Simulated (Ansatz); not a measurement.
Response to strain in MoSi2

The parent structure is MoSi$_{2}$ (space group I4/mmm, No. 139; relaxed with 0.1 eV smearing).

```yaml
crystal:
  lattice:
    - [-1.58700, 1.58700, 3.88936]
    - [1.58700, -1.58700, 3.88936]
    - [1.58700, 1.58700, -3.88936]
  atoms:
    - { symbol: Si, position: [0.66479, 0.66479, 0.00000] }
    - { symbol: Si, position: [0.33521, 0.33521, 0.00000] }
    - { symbol: Mo, position: [0.00000, 0.00000, 0.00000] }
```

Strains are applied to the cell and any free atomic positions relax.

The values are results of LDA, PAW, 420 eV (Ansatz, an electronic-structure program; scalar-relativistic without spin-orbit coupling), not measurements.

Notes on the quantities. energy relative to the base: free energy F.

```tsv
isotropic strain (%)	energy relative to the base (meV/atom)
-3	82.8
-2.5	56.5
-2	?
-1.5	19.6
-1	8.6
-0.5	2.1
0	0.0
0.5	2.0
2	30.9
```

Fit ΔE = Aε² + Bε³ (ε in %) to the rows shown and predict the withheld row.

Least squares on the printed values gives A = 8.31 and B = -0.30 meV/atom (largest residual 0.1 meV/atom); this predicts 35.6 meV/atom, and the run gives 35.5 meV/atom, in agreement.

Whether these cells are dynamically stable was not tested. The final runs are not spin-polarised.
